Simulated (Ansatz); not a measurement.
Computed with PBE (plane waves to 420 eV, PAW; Ansatz, a first-principles code).

Host crystal: zinc-blende GaAs, with a band gap (PBE, scalar-relativistic without spin-orbit coupling).

Planar average of the electrostatic potential across the slab, in eV from the Fermi level, for Al on the 1x1 (110) surface of zinc-blende GaAs (cut with top plane As + Ga), one in a 2x1 cell, started at the site 'top As':

(z (Å), V (eV)): (5.16, 4.74); (5.44, 4.74); (5.73, 4.74); (6.02, 4.73); (6.30, 4.73); (6.59, 4.73); (6.88, 4.72); (7.16, 4.70); (7.45, 4.65); (7.73, 4.54); (8.02, 4.30); (8.31, 3.79); (8.59, 2.58); (8.88, 1.08); (9.17, 0.38); (9.45, -0.66); (9.74, -2.06); (10.03, -2.74); (10.31, -1.96); (10.60, -1.27); (10.89, -1.95); (11.17, -3.03); (11.46, -3.11); (11.74, -2.77); (12.03, -2.54); (12.32, -1.61); (12.60, 0.14); (12.89, -0.10); (13.18, -1.85); (13.46, -2.49); (13.75, -2.53); (14.04, -2.59); (14.32, -1.94); (14.61, -0.16); (14.90, 0.03); (15.18, -1.59); (15.47, -2.42); (15.76, -2.46); (16.04, -2.54); (16.33, -2.10); (16.61, -0.51); (16.90, 0.19); (17.19, -1.35); (17.47, -3.02); (17.76, -3.83); (18.05, -3.80); (18.33, -3.15); (18.62, -1.58); (18.91, 0.36); (19.19, 2.11); (19.48, 3.28); (19.77, 3.87); (20.05, 4.15); (20.34, 4.28); (20.62, 4.34); (20.91, 4.37); (21.20, 4.39); (21.48, 4.39); (21.77, 4.39); (22.06, 4.40); (22.34, 4.40); (22.63, 4.40); (22.92, 4.40)

Set-up: 21 atoms, 8.6 Å thick at the start under the adsorbate (thin: gaps and levels are the slab's own); mesh 3x4x1; 0.01 eV smearing; dipole correction on; 8 atoms held, the rest relaxed; symmetry of the start imposed; spin-polarised, ending with about 0.7 μB a cell, a value that depends on the mesh; orders that need a larger cell were not tried, no spin-orbit, no U, no dispersion correction. The slab shows no gap over 0.04 eV on its mesh. At the end it is bonded to As + 2 Ga. In PBE it is, or lies within 0.03 eV of, the lowest of the starts that converged.

The surface cell has an area of 46.69 Å². What dipole along the normal does the step between the two vacuum levels imply?

the top vacuum level lies 0.34 eV below the bottom one; p = −ε₀ A ΔV (ε₀ = 0.005526 e/(V·Å)) gives 0.09 e·Å a cell.
